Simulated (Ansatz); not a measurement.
Density of states of CdS (P6_3mc) below the valence band maximum, Ansatz (a first-principles code) with PBEsol, rigid bands; cell volume 98.8 Å³.

```csv
energy from edge (eV),10⁻³ states/eV/cell
0.006,116
0.031,282
0.056,453
0.081,586
0.106,691
0.131,789
0.156,878
0.181,957
0.206,1040
0.231,1110
0.256,1200
0.281,1280
0.319,1390
0.344,1470
0.369,1550
0.394,1630
0.419,1720
0.444,1800
0.469,1900
0.494,1990
0.519,2080
0.544,2180
0.569,2300
0.594,2390
```

**Question.** What effective density of states at 300 K does this give (∫ g(E) exp(−E/k_BT) dE, both spins, divided by the cell's size)?

**Answer.** 6.4e19 cm⁻³, a density-of-states mass of 1.86 mₑ, valleys and band degeneracy included.

Spin-orbit coupling is left out; where it splits the top of the valence band, N_v and the p-type Seebeck coefficient come out somewhat high without it. Geometry: cell and atoms relaxed with PBEsol.
